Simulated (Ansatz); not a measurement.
NbAs (model structure, started from the WC type, P-6m2, No. 187, 2 atoms in the cell) was calculated with r²SCAN in Ansatz (PAW).

Run with plane-wave cutoff 560 eV, 18×18×16 k mesh (along the axes of the cell as run), Fermi–Dirac smearing 0.05 eV, no spin polarisation, scalar-relativistic PAW data made under PBE.

Cell (relaxed at this level):

```
NbAs
1.0
    3.42687     0.00000     0.00000
   -1.71344     2.96776     0.00000
    0.00000     0.00000     3.46082
Nb As
1 1
Direct
  0.00000   0.00000   0.00000
  0.66667   0.33333   0.50000
```

Problem. Predict the bulk modulus.

Solution. 
bulk modulus: 163 GPa

Note: the run has no spin polarisation, so it can have missed a magnetic state; the bulk modulus is −V dP/dV from two relaxed cells at ±2 % in volume; the relaxation could raise the start's symmetry but not lower it, so the cell can be a saddle point.

Computed values are for the static lattice.

Computing time: very roughly 7 core-minutes.

A model structure was made by putting elements into a prototype or built by hand; it is no filed structure, need not be a known phase, and can be a saddle point held by its symmetry.

Ansatz is a quantum-chemistry and plane-wave program.
